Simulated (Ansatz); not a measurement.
**Carrier properties of GaAs under load (space group I-4m2)**

Given:

```yaml
crystal:
  lattice:
    - [0.00000, 2.81675, 2.87103]
    - [2.81675, 0.00000, 2.87103]
    - [2.81675, 2.81675, 0.00000]
  atoms:
    - { symbol: Ga, position: [0.00000, 0.00000, 0.00000] }
    - { symbol: As, position: [0.25000, 0.25000, 0.25000] }
```

These are r2SCAN with spin-orbit coupling, rigid bands (plane waves, PAW; Ansatz, a program for electronic structure) values and carry that method's errors. Condition of this run: uniaxial stress along [001] of -1.2 GPa (compression positive) (the target of the relaxation). Geometry: cell and atoms relaxed with PBEsol, then loaded as said.

band gap: 0.80 eV
electron conductivity mass (300 K, dilute): 0.056 (x), 0.056 (y), 0.059 (z) mₑ
hole conductivity mass (300 K, dilute): 0.33 (x), 0.33 (y), 0.46 (z) mₑ
effective density of states N_c (300 K): 3.1e17 cm⁻³
effective density of states N_v (300 K): 4.5e18 cm⁻³
density-of-states mass, electrons: 0.054 mₑ
density-of-states mass, holes: 0.32 mₑ
Seebeck coefficient, n-type 1e19 cm⁻³, 300 K: -44 μV/K
Seebeck coefficient, p-type 1e19 cm⁻³, 300 K: 228 μV/K

Rigid bands; masses and Seebeck coefficients take one relaxation time τ for all states and one kind of carrier; polarons and phonon drag are left out. Geometry: cell and atoms relaxed with PBEsol.
